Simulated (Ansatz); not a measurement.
Consider NaI in the rock salt structure (space group Fm-3m, No. 225).

```
CELL_PARAMETERS angstrom
      0.00000     3.26405     3.26405
      3.26405     0.00000     3.26405
      3.26405     3.26405     0.00000
ATOMIC_POSITIONS crystal
  Na 0.00000 0.00000 0.00000
  I  0.50000 0.50000 0.50000
```

Level of theory: PBE (Ansatz, an electronic-structure program, PAW, scalar-relativistic without spin-orbit coupling).

Before the change:

| Property | Value |
|---|---|
| Pressure | 0.1 kbar |
| Valley order | Γ 3.58 eV; X along ⟨100⟩ 4.48 eV; L along ⟨111⟩ 5.09 eV |

Now apply this change: every lattice vector is shortened by 3.00 %, atoms relaxed at fixed cell.

**Question.** What happens to the pressure?

**Answer.** The pressure goes up by 17.2 kbar (0.1 kbar → 17.3 kbar).

**Question.** What does the calculation give for the valley order after the change?

**Answer.** The valley order (the lowest conduction-band minima on the path, energy above the VBM, named in the base's zone) changes from Γ 3.58 eV; X along ⟨100⟩ 4.48 eV; L along ⟨111⟩ 5.09 eV to Γ 3.83 eV; X along ⟨100⟩ 4.55 eV; L along ⟨111⟩ 5.11 eV.

With I present, leaving out spin-orbit coupling can change the band edges. The levels and masses belong to the bands next to the band gap. The cells carry an imposed strain or load. Whether these cells are dynamically stable was not tested.
